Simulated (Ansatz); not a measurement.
# SnO2: band gap against strain

SnO2 (rutile, P4_2/mnm, 11.858 Å³/atom at rest, c along z) under a strain ε along c (axis z), the other axes held. LDA in Ansatz, a plane-wave DFT program (PAW, default set), 420 eV, 7×7×10 Γ-centred mesh, Fermi-Dirac smearing 0.05 eV; ions are relaxed within the symmetry of each cell. Gaps are the smallest over the k-mesh and a band path, without spin-orbit coupling; in all rows the valence edge lies at Γ and the conduction edge at Γ.

Here s stands for strain and Eg for gap.

```
strain (%)  gap (eV)
----------  --------
-3.00              ?
-1.80          1.413
-1.20          1.329
-0.60          1.245
0.00           1.161
```

Question: Fit Eg against s with a straight line, and predict the withheld value at s = -3.00.

Answer: Means: s -0.90000, Eg 1.2870. About the means, the sum of products is -0.25200 and the sum of squares of s is 1.8000; the slope is their ratio. Least squares gives Eg = 1.1610 - 0.14000·s. Residuals (row less fit): 0.0000, 0.0000, 0.0000, 0.0000; standard error 0.0000 (degrees of freedom: 2). Over these rows the gap moves by -14 ± 0.02 eV per unit strain. At the withheld row, Eg = 1.1610 - 0.14000 × (-3.0) = 1.5810 eV. The calculation gives 1.579 eV, 0.0020 eV below the prediction (0.5 % of the range of Eg in the table). The row lies outside the fitted rows, so this is an extrapolation. The fitted rows scatter only by rounding.

Spin-orbit coupling is left out, which can shift this property for SnO2. Rows are the converged runs of the series near zero and its far end; series whose fitted rows scatter by over a few per cent of the range, as at a crossing or softening among them, aren't shown in this form. Most that stay on the fit to the last digits aren't either.
